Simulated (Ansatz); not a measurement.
The reference is Lu in the hcp (Mg type) structure (space group P6_3/mmc, No. 194; a = 3.504 Å, c = 5.452 Å).

All numbers come from r2SCAN (Ansatz, a first-principles code, PAW, without spin-orbit coupling).

For the base:

Density: 10.02 g/cm³
c/a ratio: 1.556
Magnetic state: not spin-polarised

Modification: full substitution Lu → Gd; the structure is relaxed again.

Tabulated Pauling electronegativity and covalent radius: Lu 1.27, 1.87 Å; Gd 1.20, 1.96 Å.

Question: What does the calculation give for the density, c/a ratio and magnetic state after the change?

Answer: The density falls by 2.316 g/cm³, from 10.02 g/cm³ to 7.71 g/cm³; the c/a ratio increases by 0.068 (1.556 → 1.624); the magnetic state changes from not spin-polarised to ferromagnetic.

Other magnetic orders, which the real material may have, were not ruled out. The state of the 4f shell was not checked for lower solutions. No phonon test of stability was made.
